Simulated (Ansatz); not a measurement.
**ZrC under a change: isotropic strain +2.50 %**

The parent structure is ZrC in the rock salt structure (space group Fm-3m, No. 225; a = 4.6691 Å; relaxed with 0.1 eV smearing).

One thing is altered: an isotropic linear strain of +2.50 %, atoms relaxed at fixed cell.

Level of theory: DFT with PBEsol, PAW potentials and a 420 eV plane-wave cutoff in Ansatz (a first-principles code), scalar-relativistic without spin-orbit coupling. Γ-centred 21×21×21 mesh, Fermi–Dirac width 0.1 eV.

```csv
quantity,base,changed,shift
volume per atom,12.72 Å³,13.70 Å³,+0.98 Å³
space group,Fm-3m (No. 225),Fm-3m (No. 225),–
energy relative to the base (free energy F),0 meV/atom,+49 meV/atom,+49 meV/atom
pressure,0.0 GPa,-15.1 GPa,-15.1 GPa
band gap,zero,zero,–
```

Final structure:

```yaml
crystal:
  lattice:
    - [0.00000, 2.39290, 2.39290]
    - [2.39290, 0.00000, 2.39290]
    - [2.39290, 2.39290, 0.00000]
  atoms:
    - { symbol: Zr, position: [0.00000, 0.00000, 0.00000] }
    - { symbol: C, position: [0.50000, 0.50000, 0.50000] }
```

Whether these cells are dynamically stable was not tested. All final runs are without spin polarisation.
